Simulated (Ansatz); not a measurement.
AlN (model structure, started from the GeS type, Fm-3m, No. 225, 8 atoms in the cell; like a known high-pressure phase)

Method: LDA (Ansatz, a first-principles code, plane waves, PAW).

Numerical settings: plane-wave cutoff 520 eV, 8×20×16 k mesh (along the axes of the cell as run), Fermi–Dirac smearing 0.05 eV, scalar-relativistic PAW data made under PBE.

Cell (relaxed at this level):

Space group Fm-3m (No. 225); a = b = c = 4.011 Å, α = β = γ = 90.00°

```tsv
atom	site	symmetry	x	y	z
Al	4a	m-3m	0.0000	0.0000	0.0000
N	4b	m-3m	0.5000	0.5000	0.5000
```

| Property | Result |
|---|---|
| band gap | 4.71 eV (on the SCF k mesh) |
| bulk modulus | 277 GPa |

Note: the bulk modulus is −V dP/dV from two relaxed cells at ±2 % in volume.

The computed numbers hold no vibrational or temperature effects.

The result took roughly 14 core-minutes.

A model structure was made by putting elements into a prototype or built by hand; it is no filed structure, need not be a known phase, and can be a saddle point held by its symmetry.
